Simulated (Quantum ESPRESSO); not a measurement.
Habitual settings against a tight run: AlGa3N4 (P-43m, 8 atoms in the cell)

Self-consistent single point.

```yaml
crystal:
  lattice:
    - [4.42921, 0.00000, 0.00000]
    - [0.00000, 4.42921, 0.00000]
    - [0.00000, 0.00000, 4.42921]
  atoms:
    - { symbol: Al, position: [0.00000, 0.00000, 0.00000] }
    - { symbol: Ga, position: [0.50000, 0.50000, 0.00000] }
    - { symbol: Ga, position: [0.00000, 0.50000, 0.50000] }
    - { symbol: Ga, position: [0.50000, 0.00000, 0.50000] }
    - { symbol: N, position: [0.75571, 0.75571, 0.24429] }
    - { symbol: N, position: [0.75571, 0.24429, 0.75571] }
    - { symbol: N, position: [0.24429, 0.24429, 0.24429] }
    - { symbol: N, position: [0.24429, 0.75571, 0.75571] }
```

Method of the run: PBEsol, PseudoDojo standard norm-conserving (PBESOL) pseudopotentials (plane waves; Quantum ESPRESSO).

Base settings: ecutwfc = 85 Ry; occupations = fixed; potentials = {Al: Al.upf, Ga: Ga.upf, N: N.upf}; K_POINTS = automatic 8 8 8 0 0 0; nbnd = 35; conv_thr = 1e-09 Ry; mixing_beta = 0.3.

Tight run (finer mesh or higher cutoff; not a proven limit): ecutwfc: 85 Ry → 119 Ry; conv_thr: 1e-09 Ry → 7.3e-11 Ry; K_POINTS: automatic 8 8 8 0 0 0 → automatic 11 11 11 0 0 0. It gave top of the valence band (on the code's own zero) 10.01 eV; gap on the k-point mesh 2.51 eV; pressure 5.34 GPa; largest force (vector length) 0.125 eV/Å.

Quick runs, as changes from the base:
- A: the base itself
- B: K_POINTS: automatic 8 8 8 0 0 0 → automatic 4 4 4 0 0 0; potentials: PseudoDojo standard norm-conserving (LDA) [LDA (PW92)]
- C: ecutwfc: 85 Ry → 68 Ry; K_POINTS: automatic 8 8 8 0 0 0 → automatic 6 6 6 0 0 0
- D: ecutwfc: 85 Ry → 59 Ry; conv_thr: 1e-09 Ry → 7.3e-06 Ry
- E: ecutwfc: 85 Ry → 42 Ry; occupations: fixed → smearing; nbnd: 35 → default; K_POINTS: automatic 8 8 8 0 0 0 → automatic 2 2 2 0 0 0; smearing: default → methfessel-paxton; degauss: default → 0.019992 Ry
- F: ecutwfc: 85 Ry → 51 Ry; occupations: fixed → smearing; nbnd: 35 → default; K_POINTS: automatic 8 8 8 0 0 0 → automatic 6 6 6 1 1 1; smearing: default → fermi-dirac; degauss: default → 0.019992 Ry

Dashes: energy of B, another energy zero; time of E, F, under 30 s.

Gaps are read on each run's own mesh, which may miss the band edges.

† marks runs with another functional, U, potentials or spin treatment: their distance from the tight run is not a convergence error alone.

The count of work is k-points × plane waves × bands × iterations; it is no time. Core times come from one kind of shared machine and are given to one figure; runs under 30 s give none.

The starting cell comes from a database of computed structures (which also holds hypothetical and non-ambient phases and stackings), without a prior relaxation at this level. Its lattice was rescaled by a random factor within 2.5 % of one. In the base run, with a pressure of about 5 GPa the cell is away from its equilibrium volume at this level.

| run | energy less tight (meV/atom) | pressure less tight (GPa) | largest miss in a force vector (eV/Å) | gap on the mesh less tight (eV) | count of work / tight | core time / tight (rough) |
|---|---|---|---|---|---|---|
| A | 0.8 | 0.05 | 0.001 | 0.000 | 0.33 | 0.2 |
| B† | – | -6.20 | 0.012 | 0.076 | 0.093 | 0.09 |
| C | 27.5 | -5.64 | 0.002 | 0.000 | 0.11 | 0.1 |
| D | 340.1 | -48.53 | 0.031 | -0.007 | 0.12 | 0.1 |
| E | 9828.1 | -628.87 | 0.346 | -0.247 | 0.014 | – |
| F | 2022.0 | -203.39 | 0.062 | 0.580 | 0.053 | – |

Among the runs at the tight run's level, the energy misses run from 0.8 to 9828.1 meV/atom.
